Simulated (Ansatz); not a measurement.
Consider Sn in the diamond structure (space group Fd-3m, No. 227; a = 6.540 Å; relaxed with 0.1 eV smearing). Axes: x, y, z lie along the cube axes.

Structures relaxed with PBEsol in Ansatz (plane waves to 420 eV, PAW, no spin-orbit coupling).

Base:

Simulated powder pattern, Co Kα, λ = 1.79026 Å (kinematic, ideal powder, no thermal factors, no anomalous dispersion; the 10 strongest lines at most, above 2 %, up to 2θ = 90°):

```
2θ (°)  I/Imax (%)    hkl
------  ----------  -----
27.43          100  (111)
45.55           78  (220)
53.99           47  (311)
66.39           13  (400)
73.25           19  (331)
84.21           27  (422)
```

Perturbation: biaxial strain −0.83 %, plane normal [111], relaxed out of plane (Cartesian); in-plane vectors clamped, the third vector and the atoms free.

**Question.** Predict the new powder pattern.

**Answer.** 
Simulated powder pattern, Co Kα, λ = 1.79026 Å (kinematic, ideal powder, no thermal factors, no anomalous dispersion; the 10 strongest lines at most, above 2 %, up to 2θ = 90°):

| 2θ (°) | d (Å) | I/Imax (%) | hkl |
|---|---|---|---|
| 27.28 | 3.795 | 33 | (111) |
| 27.62 | 3.750 | 100 | (1 1 -1) |
| 45.52 | 2.314 | 52 | (220) |
| 45.95 | 2.293 | 51 | (2 0 -2) |
| 53.89 | 1.975 | 17 | (311) |
| 54.27 | 1.963 | 30 | (3 1 -1) |
| 54.46 | 1.956 | 16 | (1 1 -3) |
| 66.68 | 1.629 | 17 | (400) |
| 73.95 | 1.488 | 13 | (3 1 -3) |
| 84.77 | 1.328 | 18 | (4 2 -2) |

The indices refer to the base's conventional cell; one index is shown for lines that coincide. The space group is now R-3m (No. 166).

No phonon test of stability was made.

Ansatz is an electronic-structure program.
